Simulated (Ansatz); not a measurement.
Worked example: self-consistent single point of YSn3 (P4mm, 4 atoms in the cell) in Ansatz (an electronic-structure program).

Level of theory: LDA (PW92), default PAW files made with PBE (plane waves; Ansatz).

```xyz
4
Lattice="4.7144 0.0000 0.0000 0.0000 4.7144 0.0000 0.0000 0.0000 4.7144" Properties=species:S:1:pos:R:3 pbc="T T T"
Y      0.0000     0.0000     0.0500
Sn     2.3572     2.3572     0.0000
Sn     0.0000     2.3572     2.3572
Sn     2.3572     0.0000     2.3572
```

Reference input (self-consistent single point, DFT, LDA (PW92), plane waves, default PAW files made with PBE): basis.ecutwfc = 30.9 Ry; kpoints.mp_grid.grid = 5 5 5; hamiltonian.xc = lda; hamiltonian.pseudopotentials = {kind: paw} (the program's default PAW files); scf.occupations.method = fermi_dirac; scf.occupations.width = 0.0073 Ry. This run's input differs from it in these lines:

Ansatz 0.2 input:
```diff
@@ -12,3 +12,3 @@
 basis:
-  ecutwfc: 30.9 Ry
+  ecutwfc: 18.4 Ry
 kpoints:
```

Output, abridged:

```
SCF iter   1: F=—  HF=-21384.589620 eV  |F-HF|=—  |Δ(HF+E_count)|=         —  Δρ=1.55e-2  dr2=1.10e-1  ethr=1.77e-3  ⟨swp⟩=5.9  Hψ=2261  notcnv=0
all-band conjugate gradients solve this SCF's bands
preconditioner: auto → Resta (q_TF=auto, 2.435 Å⁻¹)
SCF iter   2: F=—  HF=-21384.523837 eV  |F-HF|=—  |Δ(HF+E_count)|=   6.58e-2  Δρ=5.85e-3  dr2=1.55e-2  ethr=2.08e-4  ⟨swp⟩=2.0  Hψ=1209  notcnv=0
SCF iter   3: F=—  HF=-21384.516239 eV  |F-HF|=—  |Δ(HF+E_count)|=   7.60e-3  Δρ=1.16e-3  dr2=1.16e-3  ethr=2.92e-5  ⟨swp⟩=2.0  Hψ=971  notcnv=0
SCF iter   4: F=—  HF=-21384.515789 eV  |F-HF|=—  |Δ(HF+E_count)|=   4.50e-4  Δρ=1.78e-4  dr2=7.94e-5  ethr=2.19e-6  ⟨swp⟩=2.0  Hψ=713  notcnv=0
SCF iter   5: F=—  HF=-21384.515762 eV  |F-HF|=—  |Δ(HF+E_count)|=   2.71e-5  Δρ=4.56e-5  dr2=1.53e-6  ethr=1.50e-7  ⟨swp⟩=2.3  Hψ=850  notcnv=0
SCF iter   6: F=-21384.515762 eV  HF=-21384.515762 eV  |F-HF|=2.37e-8  |Δ(HF+E_count)|=   1.92e-7  Δρ=7.34e-6  dr2=6.51e-8  ethr=1.89e-10  ⟨swp⟩=6.6  Hψ=2603  notcnv=0
SCF 1 converged in 6 iterations: F = -21384.515762 eV  dr2 = 6.51e-8
Free energy (F): -21384.515762 eV
Internal energy: -21384.447079 eV  (E = F + TS)
E sigma→0 (E₀):  -21384.481420 eV
Entropy (-TS):   -0.068684 eV (-17.171 meV/atom)
Fermi energy:    11.358497 eV
--- Forces (eV/Å), atoms counted from 1 ---
  atom   1  Y      0.00000000     0.00000000    -0.16200442
  atom   2  Sn    -0.00000000     0.00000000    -0.02522271
  atom   3  Sn     0.00000000     0.00000000     0.09358345
  atom   4  Sn     0.00000000     0.00000000     0.09358345
--- Stress (GPa, compression-positive) ---
       -4.246323       0.000000       0.000000
        0.000000      -4.246323       0.000000
        0.000000       0.000000      -4.236235
  P = ⅓ Tr σ = -4.2430 GPa (-42.430 kbar)
  The stress holds the Pulay correction. Without it, at fixed plane waves, as pw.x and ABINIT print it: P = -23.6622 GPa
```

The run converged in 6 iterations. Against the reference run the free energy goes up by 398 meV/atom, the pressure goes from -4.05 to -4.24 GPa and the largest force goes from 0.174 to 0.162 eV/Å.

The starting cell comes from a database of computed structures (which also holds hypothetical and non-ambient phases and stackings), without a prior relaxation at this level. Its lattice was rescaled by up to half a per cent. One atom was moved a little off its site on purpose. Ansatz's pressure includes its estimate of the finite-basis (Pulay) stress. Without the estimate this run gives -23.66 GPa. The cutoff lies below the one recommended for these files.
